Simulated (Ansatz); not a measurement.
**O vacancy + O vacancy in alpha quartz**

Computed with PBE, PAW (plane waves to 420 eV; Ansatz, a first-principles code). A 2×2×2 supercell of 72 sites was used; the energies come from a 2×2×2 Γ-centred sampling of its zone. Sites at the start: the O site; O 2.63 Å away. Finite-size correction: monopole term and site-potential alignment. Dielectric constants: PBE linear response of the host. Host gap at this level: 5.68 eV. Finite-size and sampling errors can reach tenths of an eV here. Levels are measured in PBE's own, too narrow, gap. Spin–orbit coupling is left out. Each state is the lowest found from its start.

Formation energies E_f are given with the Fermi level at the valence-band maximum. Chemical conditions: O-rich (Δμ(O) = 0.00 eV; only phases computed here count, gases as isolated molecules at 0 K); Si-rich (Δμ(O) = -4.16 eV; only phases computed here count, gases as isolated molecules at 0 K). Reference phases: O: O2 molecule in a box.

In at least one state atoms left their starting sites on relaxation (a large move, or an atom on the emptied site), so the name describes the start.

| charge | moment (μB) | point group | largest move off a lattice site (Å) | image correction with alignment (eV) | E_f, O-rich (eV) | E_f, Si-rich (eV) |
|---|---|---|---|---|---|---|
| +2† | not spin-polarised | – | 1.47 | 0.76 | – | – |
| +1 | 1.0 | C1 | 0.55 | 0.21 | 9.55 | 1.22 |
| 0 | not spin-polarised | C2 | 0.69 | 0.00 | 10.65 | 2.32 |

† Not settled in this cell, so no level is given: charge +2: a large or scattered potential alignment.

Point groups are those of the whole cell at tolerances of 0.03 and 0.1 Å ("near" where only the looser one holds); none is given for unsettled states.

Transition levels above the valence-band maximum: ε(+1/0) = 1.10 eV. With a charge missing or unsettled, these needn't be thermodynamic levels.

Flagged in the runs: a doubtful potential alignment, a host whose relaxation on this sampling wasn't shown to rest, a strain field that reaches the edge of the cell.

All states together cost about 120 core-minutes (a rough figure).
